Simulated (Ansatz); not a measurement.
System: KVF3 (Pm-3m, No. 221, 5 atoms in the cell; start mp-557257). Method: PBEsol in Ansatz (plane waves, PAW).

Numerical settings: plane-wave cutoff 500 eV, 10×10×10 k mesh, Fermi–Dirac smearing 0.05 eV, spin-polarised start, scalar-relativistic PAW data made under PBE.

Cell (relaxed at this level):

Space group Pm-3m (No. 221); a = b = c = 4.1058 Å, α = β = γ = 90.00°

| atom | site | symmetry | x | y | z |
|---|---|---|---|---|---|
| K | 1a | m-3m | 0.0000 | 0.0000 | 0.0000 |
| V | 1b | m-3m | 0.5000 | 0.5000 | 0.5000 |
| F | 3c | 4/mm.m | 0.0000 | 0.5000 | 0.5000 |

Task: Give the computed band gap.

Result: 
- band gap = 0.58 eV (on the SCF k mesh)

Note: the magnetic order was assumed, not searched for or taken from measurement; the relaxation could not lower the start's symmetry, so the cell can be a saddle point above a distorted one.

Computed values are for the static lattice.

Computing time: around 60 core-seconds (rough).

A start named mp-… is a Materials Project structure, which need not be a measured phase.

Ansatz is a quantum-chemistry and plane-wave program.
